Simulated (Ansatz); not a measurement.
Base system: Bi2Se3 in the Bi2Te3 type structure (space group R-3m, No. 166; a = 4.1446 Å, c = 29.2658 Å (hexagonal axes)). Axes: x lies along a and z along c of the hexagonal cell.

Structures relaxed with r2SCAN+rVV10 (Ansatz, a first-principles code; PAW; 500 eV plane waves; scalar-relativistic without spin-orbit coupling).

Base:

Simulated powder pattern, Cu Kα1, λ = 1.54056 Å (kinematic, ideal powder, no thermal factors, no anomalous dispersion; the 8 strongest lines at most, above 2 %, up to 2θ = 90°):

```json
[
 {"2θ (°)": "18.17", "I/Imax (%)": "20", "hkl": "(006)"},
 {"2θ (°)": "24.97", "I/Imax (%)": "17", "hkl": "(101)"},
 {"2θ (°)": "29.16", "I/Imax (%)": "100", "hkl": "(015)"},
 {"2θ (°)": "39.71", "I/Imax (%)": "38", "hkl": "(1 0 10)"},
 {"2θ (°)": "43.64", "I/Imax (%)": "35", "hkl": "(110)"},
 {"2θ (°)": "47.64", "I/Imax (%)": "15", "hkl": "(116)"},
 {"2θ (°)": "53.35", "I/Imax (%)": "19", "hkl": "(205)"},
 {"2θ (°)": "71.30", "I/Imax (%)": "16", "hkl": "(125)"}
]
```

The change: tensile biaxial strain of 2.13 % in the plane normal to [001], as in epitaxy on a mismatched substrate; the out-of-plane cell vector and the atoms relax.

Question: Where do the lines fall after the change?

Answer: 
Simulated powder pattern, Cu Kα1, λ = 1.54056 Å (kinematic, ideal powder, no thermal factors, no anomalous dispersion; the 8 strongest lines at most, above 2 %, up to 2θ = 90°):

```csv
2θ (°),d (Å),I/Imax (%),hkl
18.60,4.765,19,(006)
24.46,3.636,17,(101)
28.91,3.086,100,(015)
39.96,2.255,37,(1 0 10)
42.69,2.116,37,(110)
52.38,1.745,19,(205)
65.89,1.416,14,(1 1 15)
69.78,1.347,17,(125)
```

The indices refer to the base's conventional cell; one index is shown for lines that coincide.

No phonon test of stability was made.
